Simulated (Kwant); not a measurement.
Model system: Aharonov-Bohm ring in a Ge (holes) two-dimensional gas. Effective mass 0.06 mₑ, grid spacing 12 nm, hard walls, nominal width 150 nm (13 grid rows, so walls 168 nm apart), one parabolic valley, scattering region 950 nm long along x; energies count from the band bottom; Fermi energy 0.00105 eV. Ring of mean radius 250 nm, arms as wide as the leads. Perpendicular field swept from 0 to 0.063 T, none in the leads; orbital effect alone.

Constants are typed, rounded textbook-type inputs, not results; the design itself was drawn at random and stands for no fabricated device.

Kwant, effective-mass tight-binding model on a square grid, one spin, coherent transport at 0 K. Conductance is in e²/h.

Density of the scattering states that come in from the left lead, at field = 0.047427 T, in bins, relative to the largest site value (x marks bins outside the device):

```
|xxxxxxxxxxxxxxxx000001111000xxxxxxxxxxxxxxxx|
|xxxxxxxxxxxxxx0232212123321110xxxxxxxxxxxxxx|
|xxxxxxxxxxx0125752012101211354210xxxxxxxxxxx|
|xxxxxxxxxx013444201454211001355420xxxxxxxxxx|
|xxxxxxxxx00231012334321112332114520xxxxxxxxx|
|xxxxxxxxx01112343110xxxx00147532451xxxxxxxxx|
|xxxxxxx0001013421xxxxxxxxxx1598314410xxxxxxx|
|xxxxxxx001122210xxxxxxxxxxxx147413520xxxxxxx|
|100001111112310xxxxxxxxxxxxxx133113200000000|
|21112345310110xxxxxxxxxxxxxxxx01100110000000|
|11111122210110xxxxxxxxxxxxxxxx01110110000000|
|21122222100110xxxxxxxxxxxxxxxx01110000111110|
|32223455310110xxxxxxxxxxxxxxxx01100011111111|
|100011222002210xxxxxxxxxxxxxx123012210000000|
|xxxxxxx000012210xxxxxxxxxxxx147402420xxxxxxx|
|xxxxxxx0000013431xxxxxxxxxx1598304310xxxxxxx|
|xxxxxxxxx01101365210xxxx01269621451xxxxxxxxx|
|xxxxxxxxx01331024554321013453014620xxxxxxxxx|
|xxxxxxxxxx014542112443200000246520xxxxxxxxxx|
|xxxxxxxxxxx0125642001000111244210xxxxxxxxxxx|
|xxxxxxxxxxxxxx0233211112222210xxxxxxxxxxxxxx|
|xxxxxxxxxxxxxxxx000000011000xxxxxxxxxxxxxxxx|
```
Scale: ten equal steps from 0.005 (start of '0') to 0.906 (end of '9'), in the order '0123456789'; x runs from -457 to 457, y from -309 (bottom) to 309 (top).

The conductance there is 1.11 e²/h with 2 open channel(s) in the leads.
